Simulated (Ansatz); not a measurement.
Data:

```
BeSe
1.0
    0.00000     2.64056     2.64056
    2.64056     0.00000     2.64056
    2.64056     2.64056     0.00000
Be Se
1 1
Direct
  0.00000   0.00000   0.00000
  0.25000   0.25000   0.25000
```

No spin polarisation.

The values are results of PBE (Ansatz, a first-principles code), spin-orbit coupling left out, not measurements. k-mesh 11×11×11 (Γ-centred); smearing 0.05 eV (Fermi–Dirac).

Question: Predict the electron mass and width of the top valence band.

Answer: 
```json
{
 "electron_mass": "0.93 mₑ along k, 0.28 mₑ across (at X)",
 "width_of_the_top_valence_band": "2.93 eV"
}
```

The levels and masses belong to the bands next to the band gap. The cells carry an imposed strain or load. Masses are band curvatures over ±0.01 Å⁻¹ around the edge. Along k means along the line from Γ to the band edge. No phonon test of stability was made. The cell was made from BeSe in the zinc blende structure (space group F-43m, No. 216) by this change: isotropic strain +2.00 %.
